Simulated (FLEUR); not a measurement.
Input and output of a self-consistent single point for LiZn (Fd-3m, 4 atoms in the cell) (FLEUR).

Level of theory: PBEsol, all-electron FLAPW (FLEUR), scalar-relativistic valence in FLEUR.

The change in words: lattice scaled by 0.98. Reference geometry:
```xyz
4
Lattice="0.0000 3.0318 3.0318 3.0318 0.0000 3.0318 3.0318 3.0318 0.0000" Properties=species:S:1:pos:R:3 pbc="T T T"
Li     1.5159     1.5159     1.5159
Li     0.0000     0.0000     0.0000
Zn     4.5477     4.5477     4.5477
Zn     3.0318     3.0318     3.0318
```

Reference input (self-consistent single point, DFT, PBEsol, all-electron FLAPW (FLEUR), scalar-relativistic valence): Kmax = 4.4 1/bohr; GmaxXC = 17.6 1/bohr; xcFunctional = PBEs; jspins = 1; l_soc = F; mode = gauss; fermiSmearingEnergy = 0.00183747 Htr; mesh (inpgen div1-3) = 8 8 8; inpgen gamma flag = true; Gmax = 17.6 1/bohr; numbands = 0; maxIterBroyd = 99. This run's input differs from it in these lines:

```diff
@@ -6,3 +6,3 @@
 0.7071067812 0.7071067812 -0.0000000000
-8.1024805026
+7.9404295563
 1.0 1.0 1.0
@@ -46,5 +46,5 @@
          <bravaisMatrix>
-            <row-1>    0.0000000000000000     5.7293189079292448     5.7293189079292448</row-1>
-            <row-2>    5.7293189079292448     0.0000000000000000     5.7293189079292448</row-2>
-            <row-3>    5.7293189079292448     5.7293189079292448     0.0000000000000000</row-3>
+            <row-1>    0.0000000000000000     5.6147315849006372     5.6147315849006372</row-1>
+            <row-2>    5.6147315849006372     0.0000000000000000     5.6147315849006372</row-2>
+            <row-3>    5.6147315849006372     5.6147315849006372     0.0000000000000000</row-3>
          </bravaisMatrix>
```

The program printed (abridged):

```
 Iteration:     1   Distance:      13.12415908 me/bohr^3
 Iteration:     2   Distance:      10.09123935 me/bohr^3
 Iteration:     3   Distance:       3.43806202 me/bohr^3
 Iteration:     4   Distance:       7.38241746 me/bohr^3
 Iteration:     5   Distance:       2.39997499 me/bohr^3
   [... 5 lines left out ...]
 Iteration:    11   Distance:       0.00163791 me/bohr^3
 Iteration:    12   Distance:       0.00010215 me/bohr^3
 Iteration:    13   Distance:       0.00003377 me/bohr^3
 Iteration:    14   Distance:       0.00000897 me/bohr^3
 Run finished successfully
 Stop message:
   Structural relaxation: Done

[file out, last iteration]
             iter=     15
[...]
          total density-effective poten   -5.7332380298E+03
          total charge density-energy d   -1.4414336367E+02
 Updated energy parameters for spin:           1
[...]
 fermi energy and band-weighting factors:

[...]
FERMIE:
          first approx. to ef    (T=0)  :   0.185815 htr   (energy of the highest occ. eigenvalue)
          number of occ. states  (T=0)  :        370
          first approx. to seigv (T=0)  :  -0.981102 htr
          sum of weights of occ. states :  13.001953
          sum of semicore charge        :   0.000000 e
          fermi energy=   0.18809 har   work function=  -5.11806 ev
          number of valence electrons=  26.00000
     band-weighting factor for spin=    1
   [... lines left out ...]
          total moment                 =     0.00000
 Direct bandgap for spin            1 :    3.2062120000241140E-002  Htr
 ---->    free energy=                     -3604.3956614993 htr
   [... lines left out ...]
      extrapolation for T->0
 ---->    total electron energy=           -3604.3956614993 htr
 ***** TOTAL FORCES ON ATOMS *****
 TOTAL FORCE FOR ATOM TYPE=  1  X=  1.404   Y=  1.404   Z=  1.404
                       FX_TOT= 0.000000 FY_TOT= 0.000000 FZ_TOT= 0.000000
 TOTAL FORCE FOR ATOM TYPE=  2  X= -4.211   Y= -4.211   Z= -4.211
                       FX_TOT= 0.000000 FY_TOT= 0.000000 FZ_TOT= 0.000000
 Structural relaxation: Done
```

The run converged in 14 iterations. FLEUR gives forces in its relaxation mode, with a further iteration, so its stop message speaks of a relaxation. 

The starting cell comes from a database of computed structures (which also holds hypothetical and non-ambient phases and stackings), without a prior relaxation at this level. For this run, on top of that: lattice scaled by 0.98. Values depend on the basis (sphere radii, cutoffs, local orbitals), which need not be converged. The log's line on a gap gives a spacing of levels on this mesh, which the program prints for metals too.

These are the values that this program gave, and no reference: the default basis lacks the next d shell.

Cost on one core of a shared machine: roughly 60 s.
